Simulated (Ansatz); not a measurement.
System: interstitial Mg in beta Si3N4 (charge state +2). Method: PBE, PAW (plane waves to 420 eV; Ansatz, an electronic-structure program).

Settings: 84 host sites, the relaxed PBE lattice, the Γ point alone, smearing 0.01 eV, spin-restricted, no image-charge correction. Energies are static. The charge state is imposed; whether it is stable for some Fermi level was not computed. Sites that were not tried may lie lower.

Barriers: single points on a 2×2×2 k-point mesh shifted by half a step along c at the bands' geometries.

The step: a direct jump of one Mg atom. Atoms about the jump, Cartesian Å from the middle of the jump, before and after:

| atom | x0 | y0 | z0 | x1 | y1 | z1 |
|---|---|---|---|---|---|---|
| Mg1 | 0.00 | 0.00 | -0.74 | 0.00 | 0.00 | 0.74 |
| N2 | -0.95 | -2.04 | -0.01 | -0.95 | -2.04 | 0.01 |
| N3 | -1.33 | 1.89 | -0.01 | -1.33 | 1.89 | 0.01 |
| N4 | 2.27 | 0.21 | -0.01 | 2.27 | 0.21 | 0.01 |
| N5 | 1.01 | 2.18 | 1.47 | 0.95 | 2.04 | 1.45 |
| N6 | 0.95 | 2.04 | -1.45 | 1.01 | 2.18 | -1.47 |
| Si7 | 0.24 | 2.73 | 0.02 | 0.24 | 2.73 | -0.02 |
| N8 | -2.42 | -0.21 | 1.47 | -2.27 | -0.21 | 1.45 |
| N9 | -2.27 | -0.21 | -1.45 | -2.42 | -0.21 | -1.47 |
| Si10 | -2.50 | -1.18 | 0.03 | -2.50 | -1.18 | -0.03 |
| Si11 | 2.26 | -1.55 | 0.02 | 2.26 | -1.55 | -0.02 |
| N12 | 1.41 | -2.00 | 1.46 | 1.32 | -1.88 | 1.45 |
| N13 | 1.32 | -1.88 | -1.45 | 1.41 | -2.00 | -1.46 |
| Si14 | -2.24 | 1.53 | 1.48 | -2.27 | 1.56 | 1.48 |
| Si15 | -2.27 | 1.56 | -1.48 | -2.24 | 1.53 | -1.48 |
| Si16 | -0.20 | -2.68 | 1.48 | -0.24 | -2.73 | 1.48 |
| Si17 | -0.24 | -2.73 | -1.48 | -0.20 | -2.68 | -1.48 |
| Si18 | 2.44 | 1.18 | 1.48 | 2.50 | 1.18 | 1.49 |
| Si19 | 2.50 | 1.18 | -1.49 | 2.44 | 1.18 | -1.48 |

Q: Give the saddle-point geometry and the barrier.

A: 
| atom | x | y | z |
|---|---|---|---|
| Mg1 | -0.02 | 0.03 | 0.00 |
| N2 | -0.95 | -2.02 | -0.01 |
| N3 | -1.31 | 1.89 | -0.01 |
| N4 | 2.26 | 0.21 | -0.01 |
| N5 | 0.98 | 2.13 | 1.45 |
| N6 | 0.98 | 2.13 | -1.46 |
| Si7 | 0.25 | 2.76 | -0.01 |
| N8 | -2.35 | -0.20 | 1.45 |
| N9 | -2.35 | -0.20 | -1.46 |
| Si10 | -2.52 | -1.18 | -0.01 |
| Si11 | 2.28 | -1.56 | -0.01 |
| N12 | 1.38 | -1.94 | 1.44 |
| N13 | 1.38 | -1.94 | -1.46 |
| Si14 | -2.25 | 1.55 | 1.48 |
| Si15 | -2.25 | 1.55 | -1.49 |
| Si16 | -0.21 | -2.70 | 1.48 |
| Si17 | -0.21 | -2.70 | -1.49 |
| Si18 | 2.46 | 1.18 | 1.48 |
| Si19 | 2.46 | 1.18 | -1.50 |
It lies 0.089 eV above the start and 0.089 eV above the end. The saddle point's order was not checked, and it lies on a symmetry element of the cell, where a band can be held.
